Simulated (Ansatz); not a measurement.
The starting structures come from a database of crystals and need not be the phases stable at ambient conditions.

 Where the default PAW files enter, the runs use the earlier of Ansatz's two default sets.

By PBEsol, the system below comes out a metal.

Here is the system:

```xyz
4
Lattice="4.9108 0.0000 0.0000 0.0000 4.9108 0.0000 0.0000 0.0000 5.3789" Properties=species:S:1:pos:R:3 pbc="T T T"
In     2.4554     2.4554     0.0000
In     0.0000     0.0000     0.0000
Bi     2.4554     0.0000     1.9365
Bi     0.0000     2.4554     3.4425
```

Space group of this cell: P4/nmm. The cell is strained (lengths along the current scaled by 1.03, ions clamped); by PBEsol its mean pressure is -2.6 GPa.

The current flows along the normal of the first two printed cell vectors, the (001) (indices of the unstrained crystal) plane of the conventional cell. No spin-orbit coupling; the value is a mean over 0.1 eV about the Fermi level.

### Question
Compute, with PBEsol in Ansatz (a first-principles code), the ballistic conductance per area.

### Answer
0.19 × 10¹⁵ S/m² for both spins.
